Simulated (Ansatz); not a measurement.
The parent structure is InP in the zinc blende structure (space group F-43m, No. 216; a = 5.907 Å).

Structures relaxed with r2SCAN (Ansatz, a quantum-chemistry and plane-wave program; PAW; 500 eV plane waves; spin-orbit coupling left out).

Base:

Simulated powder pattern, Co Kα, λ = 1.79026 Å (kinematic, ideal powder, no thermal factors, no anomalous dispersion; the 10 strongest lines at most, above 2 %, up to 2θ = 90°):

| 2θ (°) | I/Imax (%) | hkl |
|---|---|---|
| 30.43 | 100 | (111) |
| 35.28 | 25 | (200) |
| 50.76 | 54 | (220) |
| 60.34 | 43 | (311) |
| 63.33 | 6.6 | (222) |
| 74.62 | 8.6 | (400) |
| 82.68 | 18 | (331) |
| 85.33 | 8.7 | (420) |

After one change:

Simulated powder pattern, Co Kα, λ = 1.79026 Å (kinematic, ideal powder, no thermal factors, no anomalous dispersion; the 10 strongest lines at most, above 2 %, up to 2θ = 90°):

| 2θ (°) | I/Imax (%) |
|---|---|
| 30.20 | 33 |
| 30.60 | 100 |
| 35.37 | 34 |
| 50.62 | 36 |
| 51.14 | 35 |
| 60.08 | 15 |
| 60.55 | 28 |
| 60.78 | 14 |
| 74.82 | 11 |
| 83.37 | 12 |

Problem. Name the change that was made.
A. x(Cd) = 0.333, 6 atoms, I-4m2
B. x(Cd) = 0.333, 6 atoms, P3m1
C. x(Cd) = 0.75, 8 atoms, I-42m

Solution. B, x(Cd) = 0.333, 6 atoms, P3m1. Its volume per atom is 25.60 Å³ against 25.76 Å³, and its space group is P3m1 (No. 156).

Each cell is one ordered arrangement of few atoms, which overstates ordering effects compared with a random alloy. Stability against distortions was not tested. All final runs are without spin polarisation. An odd electron count without spin: CdIn2P3 and Cd3InP4.
